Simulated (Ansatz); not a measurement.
The parent structure is Rh in the fcc (Cu type) structure (space group Fm-3m, No. 225; a = 3.800 Å). Axes: x, y, z lie along the cube axes.

Level of theory: r2SCAN (Ansatz, a quantum-chemistry and plane-wave program), no spin-orbit coupling.

Base values:

The pressure is 0.0 GPa. The shortest interatomic distance is 2.687 Å.

It is then changed as follows: tensile biaxial strain of 1.29 % in the plane normal to [001], as in epitaxy on a mismatched substrate; the out-of-plane cell vector and the atoms relax.

Question: What does the calculation give for the energy relative to the base, pressure and shortest interatomic distance after the change?

Answer: The energy grows by 6.4 meV/atom; the pressure (mean of the normal stresses, compression positive) goes from zero to -3.8 GPa; the shortest interatomic distance goes up by 0.002 Å to 2.689 Å.

Without a gap, meshes like the base's 21×21×21 leave anisotropic stresses uncertain by several tenths of a GPa, and small strain energies with them. Stability against distortions was not tested. All final runs are without spin polarisation.
